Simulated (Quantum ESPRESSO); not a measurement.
Quantum ESPRESSO is run on HfN (Fm-3m, 2 atoms in the cell), and the run fails. The aim is a self-consistent single point with DFT, LDA (PZ), plane waves, GBRV 1.5 ultrasoft (LDA) pseudopotentials.

Input:

```fortran
&control
   calculation = 'scf'
   outdir = './out'
   pseudo_dir = './'
   tprnfor = .true.
   tstress = .true.
/
&system
   ibrav = 0
   nat = 2
   ntyp = 2
   ecutwfc = 40
   ecutrho = 320
   occupations = 'smearing'
   smearing = 'cold'
   degauss = 0.0036749
/
&electrons
   conv_thr = 1.0d-9
/
ATOMIC_SPECIES
Hf   178.4900  hf_lda_v1.uspp.F.UPF
N     14.0070  n_lda_v1.2.uspp.F.UPF
CELL_PARAMETERS bohr
   0.0000000000     4.2629575755     4.2629575755
   4.2629575755     0.0000000000     4.2629575755
   4.2629575755     4.2629575755     0.0000000000
ATOMIC_POSITIONS crystal
Hf    0.0000000000    0.0000000000    0.0000000000
N1     0.5000000000    0.5000000000    0.5000000000
K_POINTS automatic
9 9 9  0 0 0
```

Log, with long lists cut:

```
     This program is part of the open-source Quantum ESPRESSO suite
     for quantum simulation of materials; please cite

 %%%%%%%%%%%%%%%%%%%%%%%%%%%%%%%%%%%%%%%%%%%%%%%%%%%%%%%%%%%%%%%%%%%%%%%%%%%%%%
     Error in routine read_cards (2):
     species N1 in ATOMIC_POSITIONS is nonexistent
 %%%%%%%%%%%%%%%%%%%%%%%%%%%%%%%%%%%%%%%%%%%%%%%%%%%%%%%%%%%%%%%%%%%%%%%%%%%%%%

     stopping ...
```

Question: Read the log: what does the program object to, and what is the fix?

Answer: The fault is an atom label that is not in the list of species. Labels in the positions must match the species card. To fix it, correct the label. The program stopped before any SCF iteration.

The sound input it was made from differs as follows (other fixes are possible):
```diff
-N1     0.5000000000    0.5000000000    0.5000000000
+N     0.5000000000    0.5000000000    0.5000000000
```

With that input, the run converged in 9 iterations: free energy E − TS -2435.7571 eV; Fermi level (on the code's own zero) 18.55 eV; pressure -9.41 GPa (DFT, LDA (PZ), plane waves, GBRV 1.5 ultrasoft (LDA) pseudopotentials).

On the sound input: the starting cell comes from a database of computed structures (which also holds hypothetical and non-ambient phases and stackings), without a prior relaxation at this level. With a pressure of about -9 GPa the cell is away from its equilibrium volume at this level.
